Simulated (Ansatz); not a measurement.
Consider the following.

End structure of a constructed model of the (0001) surface of wurtzite GaN, Ga-terminated, 2x2 Ga adatom at T4 (bottom of the slab: 3 H on 4 bottom sites):

```xyz
44
Lattice="6.4370 0.0000 0.0000 -3.2185 5.5746 0.0000 0.0000 0.0000 30.0000" Properties=species:S:1:pos:R:3 pbc="T T T"
N      1.6122     0.9274     9.1611
N      4.8248     0.9274     9.1604
N      0.0000     3.7198     9.1604
N      3.2184     3.7164     9.0875
Ga    -0.0003     1.8583     9.7864
Ga     3.2187     1.9410     9.7487
Ga    -1.6809     4.6039     9.7487
Ga     1.6808     4.6042     9.7498
N      0.0000     1.8582    11.7295
N      3.2185     1.8582    11.7295
N     -1.6092     4.6455    11.7295
N      1.6092     4.6455    11.7295
Ga     1.6092     0.9291    12.3758
Ga     4.8277     0.9291    12.3758
Ga     0.0000     3.7164    12.3758
Ga     3.2185     3.7164    12.3758
N      1.6071     0.9303    14.3424
N      4.8298     0.9255    14.3438
N      0.0042     3.7164    14.3438
N      3.2142     3.7188    14.3457
Ga    -0.0022     1.8595    14.9980
Ga     3.2206     1.8598    14.9923
Ga    -1.6096     4.6428    14.9923
Ga     1.6095     4.6453    15.0162
N     -0.0048     1.8610    16.9567
N      3.2233     1.8605    16.9533
N     -1.6088     4.6402    16.9533
N      1.6089     4.6456    17.0088
Ga     1.6097     0.9288    17.6122
Ga     4.8272     0.9585    17.6310
Ga    -0.0257     3.7021    17.6310
Ga     3.2442     3.7015    17.6292
N      1.6096     0.9289    19.5027
N      4.8278     0.9568    19.6295
N     -0.0240     3.7025    19.6295
N      3.2430     3.7022    19.6283
Ga     0.0255     1.8435    20.3924
Ga     3.1932     1.8435    20.3923
Ga    -1.6092     4.6747    20.3923
Ga     1.6097     4.6452    19.9371
H      1.5964     0.9365     8.1352
H      4.8405     0.9363     8.1345
H      0.0001     3.7017     8.1345
Ga     1.6093     0.9291    22.0817
```

Set-up: 44 atoms, 13.9 Å thick at the start with caps and adatoms (thin: gaps and levels are the slab's own); mesh 4x4x1; 0.025 eV smearing; dipole correction on; single point; on the structure that PBE left under its start's symmetry; no spin, no spin-orbit, no U. In PBE it is, or lies within 0.01 eV a 1x1 cell of, the lowest of the 3 structures of its composition computed so far; subsurface sites and larger cells were not tried.

Question: What highest filled level below the top vacuum level does r2SCAN, at the PBE geometry in Ansatz (a program for electronic structure) give?

Answer: 4.84 eV

Question: Give the gap of the slab on its k-mesh at the level r2SCAN, at the PBE geometry.

Answer: 0.59 eV
